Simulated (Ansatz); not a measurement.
For BGeSiN (model structure, started from the AlSiCN type, R3m, No. 160, 4 atoms in the cell), PBE (Ansatz, a first-principles code, plane waves, PAW) gives:

| Item | Result |
|---|---|
| lattice constant a | 3.297 Å |
| c axis length | 16.446 Å |
| bulk modulus B0 | 118 GPa |
| cohesive energy | 4.74 eV/atom |

Question: What does r²SCAN (Ansatz, PAW) give for the same quantities?

Answer: 
- lattice constant a: 3.268 Å (falls by 0.9 %)
- lattice parameter c: 16.322 Å (decreases by 0.8 %)
- bulk modulus: 132 GPa (goes up by 12 %)
- cohesive energy: 4.67 eV/atom (shrinks by 0.07 eV/atom)

Changes are worked out from the printed values.

Unless a cell is named, each level is at its own relaxed cell (PBE 12.90, r²SCAN 12.58 Å³/atom).

Caveats: the bulk modulus is −V dP/dV from two relaxed cells at ±2 % in volume (PBE, r²SCAN). Ansatz's density-functional and Hartree–Fock values are scalar-relativistic unless marked +SOC, with PAW data made under PBE.

A model structure was made by putting elements into a prototype or built by hand; it is no filed structure, need not be a known phase, and can be a saddle point held by its symmetry.
